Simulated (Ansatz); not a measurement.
# What biaxial strain −2.90 %, plane normal [001], relaxed out of plane does to hypothetical zinc blende LaN

The parent structure is LaN in the zinc blende structure (space group F-43m, No. 216; a = 5.546 Å; a hypothetical phase, not in the database extracts checked). Axes: x, y, z lie along the cube axes.

Modification: compressive biaxial strain of 2.90 % in the plane normal to [001], as in epitaxy on a mismatched substrate; the out-of-plane cell vector and the atoms relax.

All numbers come from PBEsol, PAW, 420 eV (Ansatz, a first-principles code; without spin-orbit coupling). Settings: 10×10×10 k-points, 0.05 eV Fermi–Dirac smearing.

The space group becomes I-4m2 (No. 119) (base: F-43m (No. 216)) and the shortest interatomic distance decreases by 0.010 Å (2.402 Å → 2.392 Å). The energy increases by 6.7 meV/atom and the band gap decreases by 0.04 eV, from 1.07 eV to 1.03 eV. The gap character is indirect, X → Γ and the smallest direct gap decreases by 0.15 eV (2.22 eV → 2.07 eV). The electron mass goes from 0.39 mₑ (at Γ) to 0.41 mₑ out of plane, 0.38 mₑ in plane (at Γ) and the out-of-plane strain is +4.38 %. The ratio −ε⊥/ε∥ amounts to 1.51.

Final structure (turned so that z lies along the plane normal):

```xyz
2
Lattice="3.8082 0.0000 0.0000 0.0000 3.8082 0.0000 1.9041 -1.9041 2.8946" Properties=species:S:1:pos:R:3 pbc="T T T"
N      1.9041     0.0000     1.4473
La     0.0000     0.0000     0.0000
```

Masses are band curvatures over ±0.01 Å⁻¹ around the edge. Whether these cells are dynamically stable was not tested. Labels are those of the standard path for the cell's own space group.
